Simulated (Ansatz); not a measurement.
Bond-angle distributions (per cent of the angles at each element, bins of 10°) of a relaxed model of amorphous In9Ga9Zn9O37Ca at 5.83 g/cm³. Computed with PBE, scalar-relativistic without spin-orbit coupling (plane waves to 420 eV, PAW; Ansatz, a first-principles code).

Preparation: random packing, a CHGNet melt and quench, and a DFT relaxation. O atoms were pushed apart under 1.9 Å during the dynamics, to hinder bonds among them. The hot cell started wider than the set density and was brought back towards it in steps. It is the lowest in DFT energy of 2 quenches. It is a model cell: composition and starting density were chosen by hand, and all elements were melted together. No dispersion term was used. Its density started from a set value of 5.81 and ended at 5.83 g/cm³. The simulated quench (nominally 210 K/ps over its main leg) is rapid and tends to freeze in more defects than a deposited or slowly cooled glass has. Values belong to this one cell and scatter from quench to quench. Volume and shape were free in the relaxation.

Cut-offs for bonds: In-In 3.12 Å, In-Ga 2.90 Å, In-Zn 2.90 Å, In-O 2.74 Å, In-Ca 3.50 Å, Ga-Ga 2.68 Å, Ga-Zn 2.68 Å, Ga-O 2.54 Å, Ga-Ca 3.28 Å, Zn-Zn 2.68 Å, Zn-O 2.38 Å, Zn-Ca 3.28 Å, O-O 1.58 Å, O-Ca 2.90 Å, Ca-Ca 3.87 Å. Two cations that share two anions don't count as bonded, nor two that share one unless they lie closer than In-In 3.04 Å, In-Ga 2.82 Å, In-Zn 2.82 Å, In-Ca 3.40 Å, Ga-Ga 2.61 Å, Ga-Zn 2.61 Å, Ga-Ca 3.19 Å, Zn-Zn 2.61 Å, Zn-Ca 3.19 Å, Ca-Ca 3.77 Å.

```json
[
 {"angle (°)": "50-60", "at In": "0", "at Ga": "0", "at Zn": "0"},
 {"angle (°)": "60-70", "at In": "4", "at Ga": "0", "at Zn": "0"},
 {"angle (°)": "70-80", "at In": "15", "at Ga": "5", "at Zn": "3"},
 {"angle (°)": "80-90", "at In": "17", "at Ga": "18", "at Zn": "19"},
 {"angle (°)": "90-100", "at In": "16", "at Ga": "27", "at Zn": "17"},
 {"angle (°)": "100-110", "at In": "20", "at Ga": "15", "at Zn": "19"},
 {"angle (°)": "110-120", "at In": "5", "at Ga": "14", "at Zn": "19"},
 {"angle (°)": "120-130", "at In": "5", "at Ga": "4", "at Zn": "5"},
 {"angle (°)": "130-140", "at In": "2", "at Ga": "5", "at Zn": "7"},
 {"angle (°)": "140-150", "at In": "4", "at Ga": "3", "at Zn": "5"},
 {"angle (°)": "150-160", "at In": "6", "at Ga": "3", "at Zn": "3"},
 {"angle (°)": "160-170", "at In": "4", "at Ga": "6", "at Zn": "2"},
 {"angle (°)": "170-180", "at In": "4", "at Ga": "0", "at Zn": "0"}
]
```

They go with these counts of neighbours within the cut-offs, cation contacts included: In mean 5.4, most often 5; Ga mean 4.7, most often 5; Zn mean 4.1, most often 4.
